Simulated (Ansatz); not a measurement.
The starting structures come from a database of crystals and need not be the phases stable at ambient conditions.

 Where the default PAW files enter, the runs use the earlier of Ansatz's two default sets.

The decay constant κ of evanescent states in the gap governs leakage through a thin film.

Data:

```xyz
12
Lattice="5.8258 0.0144 -0.0183 -1.5232 9.7524 0.0570 1.5232 -3.6854 4.7002" Properties=species:S:1:pos:R:3 pbc="T T T"
Si     2.3948     1.7587     2.3145
Si     3.4310     4.3227     2.4243
Si     0.5181     5.7079     3.5252
Si     5.3077     0.3735     1.2136
S      3.2011     2.8586     3.9731
S      2.6247     3.2227     0.7657
S      1.2350    -2.1714     4.1409
S      4.5908     8.2528     0.5980
S      3.3174    -0.1098     1.8478
S      2.5084     6.1911     2.8910
S      5.4213     4.8233     1.8037
S      0.4045     1.2581     2.9351
```

Space group of this cell: P2_1/c. The cell was relaxed by PBE-D3(BJ).

Transport runs along the normal of the first two printed cell vectors.

The gap is the functional's own. No spin-orbit coupling. Mid-gap values are interpolated on the energy grid.

Question: Estimate the band gap and the smallest decay constant κ at mid-gap that r2SCAN (Ansatz, a first-principles code) returns for this system.

Answer: Gap 3.29 eV on a 6×6×6 mesh; κ = 0.321 1/Å, at the zone centre.
